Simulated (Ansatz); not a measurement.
The starting structures come from a database of crystals and need not be the phases stable at ambient conditions.

```yaml
crystal:
  lattice:
    - [5.09373, 0.00000, 0.00000]
    - [-2.54687, 4.41130, 0.00000]
    - [2.54686, 1.47043, 4.42098]
  atoms:
    - { symbol: Zn, position: [0.44494, 0.72247, 0.83259] }
    - { symbol: Zn, position: [0.44494, 0.22247, 0.33259] }
    - { symbol: Ge, position: [0.99775, 0.49888, 0.50337] }
    - { symbol: Ge, position: [0.99775, 0.99888, 0.00337] }
    - { symbol: O, position: [0.14612, 0.87344, 0.21876] }
    - { symbol: O, position: [0.90780, 0.27268, 0.21876] }
    - { symbol: O, position: [0.50856, 0.63512, 0.21876] }
    - { symbol: O, position: [0.50856, 0.37344, 0.71876] }
    - { symbol: O, position: [0.14612, 0.77268, 0.71876] }
    - { symbol: O, position: [0.90780, 0.13512, 0.71876] }
```

Space group of this cell: R3c. The cell is taken as given; by r2SCAN its mean pressure is -9.6 GPa.

Transport runs along the normal of the first two printed cell vectors, the (001) plane of the conventional cell.

The gap is the functional's own. No spin-orbit coupling. Mid-gap values are interpolated on the energy grid.

Task: Predict the band gap and the smallest decay constant κ at mid-gap from r2SCAN (Ansatz, an electronic-structure program).

Result: Gap 1.96 eV on a 8×8×8 mesh; κ = 0.183 1/Å, at the zone centre.
